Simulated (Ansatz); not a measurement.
The parent structure is PtSe2 in the CdI2 type structure (space group P-3m1, No. 164; a = 3.772 Å, c = 4.821 Å; layered; relaxed with 0.1 eV smearing). Axes: x lies along a and z along c of the hexagonal cell.

Computed with PBE-D3(BJ) (Ansatz, a first-principles code), without spin-orbit coupling.

Strains are applied to the cell and any free atomic positions relax; under biaxial strain the out-of-plane vector relaxes too.

One change was made to it. Results:

The volume per atom drops by 0.06 Å³, from 19.80 Å³ to 19.74 Å³; the pressure (mean of the normal stresses, compression positive) goes from zero to 0.6 GPa.

Problem. What was done to the base?
A. biaxial strain +1.50 %, plane normal [001], relaxed out of plane
B. biaxial strain −2.00 %, plane normal [001], relaxed out of plane
C. biaxial strain +2.00 %, plane normal [001], relaxed out of plane
D. biaxial strain −0.50 %, plane normal [001], relaxed out of plane

Solution. D, biaxial strain −0.50 %, plane normal [001], relaxed out of plane. For comparison, the pressure in the other runs: biaxial strain +1.50 %, plane normal [001], relaxed out of plane gives -1.9 GPa; biaxial strain −2.00 %, plane normal [001], relaxed out of plane gives 2.6 GPa; biaxial strain +2.00 %, plane normal [001], relaxed out of plane gives -2.5 GPa.

Whether these cells are dynamically stable was not tested. The final runs are not spin-polarised.
